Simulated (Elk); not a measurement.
## Short convergence ladders for Pb (P-3m1, 2 atoms in the cell)

```yaml
crystal:
  lattice:
    - [3.45423, 0.00000, 0.00000]
    - [-1.72712, 2.99145, 0.00000]
    - [0.00000, 0.00000, 5.96740]
  atoms:
    - { symbol: Pb, position: [0.33333, 0.66667, 0.25838] }
    - { symbol: Pb, position: [0.66667, 0.33333, 0.75000] }
```

Base method: PBEsol, all-electron FP-LAPW, Elk's shipped species files, default APW+lo basis (Elk).

Base settings: xctype = 22; rgkmax = 7; stype = 3; swidth = 0.00367493 Ha; ngridk = 5 5 3.

Core times come from one kind of shared machine, to one figure; runs under 30 s give none.

**Shifted k-point meshes**

In this ladder: vkloff = 0.5 0.5 0.5.

Only quantities that move along the ladder and can be compared are tabulated.

| ngridk | free energy less the last step's (meV/atom) | core time / last (rough) |
|---|---|---|
| 2 2 1 | 1207.94 | – |
| 3 3 2 | 58.07 | – |
| 4 4 2 | 1.93 | – |
| 6 6 3 | 20.95 | – |
| 8 8 4 | -18.63 | – |
| 10 10 6 | -2.89 | 0.5 |
| 12 12 6 | -1.80 | 0.7 |
| 14 14 7 | 0.00 | 1 |

State of the free energy at the end of the ladder: still drifting one way, by 2.9 meV/atom over the last two steps, so the last step is no safe reference.

**The k-point mesh at a smearing width of 0.3 eV**

In this ladder: swidth = 0.0110248 Ha.

Only quantities that move along the ladder and can be compared are tabulated.

| ngridk | free energy less the last step's (meV/atom) |
|---|---|
| 4 4 2 | 121.96 |
| 5 5 3 | -5.47 |
| 6 6 3 | -8.22 |
| 7 7 4 | 4.37 |
| 8 8 4 | 7.87 |
| 12 12 6 | -0.32 |
| 15 15 8 | 0.00 |

Coarsest ngridk that holds the free energy within 5 meV/atom of the last step, with all finer ones: 12 12 6; the step before is off by 7.9 meV/atom.

**The width of Methfessel-Paxton smearing**

In this ladder: stype = 1; ngridk = 8 8 5.

Narrow widths need finer meshes than wide ones, so the last steps can hold mesh noise.

Only quantities that move along the ladder and can be compared are tabulated; pressure and forces are left out, as mesh noise rules them at narrow widths.

| swidth | total energy (no entropy term) less the last step's (meV/atom) |
|---|---|
| 0.0367493 Ha | 2.09 |
| 0.0183747 Ha | -2.81 |
| 0.0110248 Ha | -2.18 |
| 0.00734986 Ha | -0.62 |
| 0.00367493 Ha | 0.00 |

Widest swidth that holds the total energy (no entropy term) within 1 meV/atom: not settled: the last two steps still differ by 0.62 meV/atom, over half the tolerance, so the ladder does not show it.

On the base run: the starting cell comes from a database of computed structures (which also holds hypothetical and non-ambient phases and stackings), without a prior relaxation at this level. Its lattice was rescaled by up to half a per cent. One atom was moved a little off its site on purpose. Values depend on the basis (sphere radii, cutoffs, local orbitals), which need not be converged. Without a gap this mesh is coarse (it stands for a supercell whose shortest vector is 17 Å).

Left out of this page: 2 runs of the series outside the window shown, repeating another row's setting, or not comparable.
